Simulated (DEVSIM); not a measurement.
Device: Si p-n junction from an implanted or diffused profile, at 250 K.

```
layer (left to right)  material  thickness (μm)  Nd (cm⁻³)  τn (s)  τp (s)
---------------------  --------  --------------  ---------  ------  ------
1                            Si            39.0     5.2e15  5.3e-5  5.3e-6
```

Added acceptor profile: 2.6e17 cm⁻³ × exp(−(x − 0 μm)²/(2·(0.23 μm)²)). Left contact: ohmic. Right contact: ohmic. Voltage is applied to the left contact. Recombination: SRH at mid-gap, Auger. Mobility is μmin + (μ − μmin)/(1 + (N/Nref)^α).

The device is made up for the run: typed textbook-type constants, with dimensions and the other settings drawn at random. Values at 300 K; Nc and Nv go as T^1.5, mobilities as T to minus their exponent, the gap by Varshni's rule with the affinity fixed.

```tsv
parameter	Si
gap (eV)	1.124
affinity (eV)	4.05
permittivity	11.7
Nc (cm⁻³)	2.86e19
Nv (cm⁻³)	3.1e19
μn (cm²/Vs)	1417
μp (cm²/Vs)	470
μn,min	52
μp,min	45
Nref,n	9.7e16
Nref,p	2.2e17
αn	0.68
αp	0.72
T exponent of μn	2.3
T exponent of μp	2.2
Cn (cm⁶/s)	2.8e-31
Cp (cm⁶/s)	9.9e-32
Varshni α (eV/K)	0.000473
Varshni β (K)	636
```

Simulated with DEVSIM: 1D drift-diffusion, Boltzmann statistics, complete ionisation; no tunnelling, impact ionisation, image-force lowering or self-heating.

Task: Tabulate band edges, carrier densities and field at 0.9 V on the left contact.

Result: Energies count from the Fermi level of the right contact; mesh points crowd at the junctions.

| x (μm) | Ec (eV) | Ev (eV) | n (cm⁻³) | p (cm⁻³) | field (V/cm) |
|---|---|---|---|---|---|
| 0.000 | 0.139 | -0.998 | < 1e2 | 2.5e17 | -27 |
| 0.02381 | 0.138 | -0.998 | 6.9e13 | 2.5e17 | -96 |
| 0.06148 | 0.138 | -0.998 | 1.8e14 | 2.5e17 | -250 |
| 0.1210 | 0.136 | -1.001 | 3.8e14 | 2.2e17 | -500 |
| 0.2624 | 0.124 | -1.012 | 1.1e15 | 1.3e17 | -1100 |
| 0.4278 | 0.101 | -1.035 | 3.9e15 | 4.5e16 | -1600 |
| 0.6026 | 0.078 | -1.058 | 1.2e16 | 1.5e16 | -760 |
| 0.8372 | 0.072 | -1.064 | 1.6e16 | 1.1e16 | -31 |
| 1.012 | 0.072 | -1.064 | 1.6e16 | 1.1e16 | 14 |
| 1.242 | 0.072 | -1.064 | 1.6e16 | 1.1e16 | 17 |
| 1.764 | 0.073 | -1.063 | 1.6e16 | 1.1e16 | 18 |
| 3.673 | 0.077 | -1.060 | 1.6e16 | 1.1e16 | 18 |
| 7.231 | 0.083 | -1.053 | 1.5e16 | 9.9e15 | 19 |
| 15.23 | 0.099 | -1.037 | 1.4e16 | 8.4e15 | 21 |
| 29.65 | 0.136 | -1.000 | 1.0e16 | 4.8e15 | 32 |
| 34.70 | 0.154 | -0.982 | 8.0e15 | 2.8e15 | 44 |
| 37.11 | 0.166 | -0.970 | 6.7e15 | 1.5e15 | 57 |
| 38.14 | 0.173 | -0.963 | 6.0e15 | 7.7e14 | 70 |
| 38.71 | 0.177 | -0.959 | 5.5e15 | 2.9e14 | 82 |
| 38.88 | 0.179 | -0.958 | 5.3e15 | 1.2e14 | 86 |
| 38.96 | 0.179 | -0.957 | 5.2e15 | 4.5e13 | 88 |
| 39.00 | 0.180 | -0.956 | 5.2e15 | < 1e2 | 89 |
